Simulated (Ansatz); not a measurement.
## AlCr2C: pressure series

Take AlCr₂C (space group P6_3/mmc, No. 194; a = 2.8119 Å, c = 12.5996 Å; non-magnetic) as the base.

Cell and atoms are relaxed at each pressure.

Calculations: Ansatz (a program for electronic structure) PBEsol, without spin-orbit coupling, earlier PAW set.

```
P (GPa)  V (Å³/atom)
-------  -----------
-1.99         10.894
-0.99         10.838
0.29          10.768
0.69          10.747
1.50          10.706
2.99          10.631
4.99          10.535
7.50          10.420
10.00         10.312
```

A third-order Birch–Murnaghan fit to these points gives V₀ = 10.78 Å³/atom, B₀ = 202 GPa and B₀′ = 4.5. At pressure 10 GPa the volume is 95.6 % of V₀.

Load acts through the strain it causes; cell and atoms are relaxed under it. No phonon test of stability was made. Competing high-pressure phases were not computed. Seeded moments were not kept for the base. The final runs are not spin-polarised.
